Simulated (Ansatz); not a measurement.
```xyz
14
Lattice="11.0000 0.0000 0.0000 0.0000 29.5000 0.0000 0.0000 0.0000 4.8022" Properties=species:S:1:pos:R:3 pbc="T T T"
Ag     5.5000     5.7137     0.0000
Ag     5.5000     7.0474     2.4011
Ag     5.5000     8.4568     0.0000
Ag     5.5000     9.8615     2.4011
Ag     5.5000    11.2548     0.0000
Ag     5.5000    12.6536     2.4011
Ag     5.5000    14.0546     0.0000
Ag     5.5000    15.4454     2.4011
Ag     5.5000    16.8464     0.0000
Ag     5.5000    18.2452     2.4011
Ag     5.5000    19.6385     0.0000
Ag     5.5000    21.0432     2.4011
Ag     5.5000    22.4526     0.0000
Ag     5.5000    23.7863     2.4011
```

These are PBE (plane waves to 420 eV, PAW; Ansatz, a quantum-chemistry and plane-wave program) values and carry that method's errors. Mesh 1×1×14. No spin polarisation. One-dimensional cell, images about 11 Å apart. A hypothetical model. Symmetry and one short period hold its shape; lower forms weren't sought. Values not marked SOC lack spin–orbit coupling. Buckling under compression is shut out by symmetry and the short period.

Question: Give the properties of this body.

Answer: 
| Quantity | Value |
|---|---|
| largest distance between nuclei across the axis | 18.07 Å |
| PBE gap | none (under 0.01 eV) |
| crossings of the Fermi level between Γ and the zone edge (49 points) | 4, each for both spins (ideal conductance 4 × 2e²/h) |
| axial stiffness dF/dε | 84 nN |
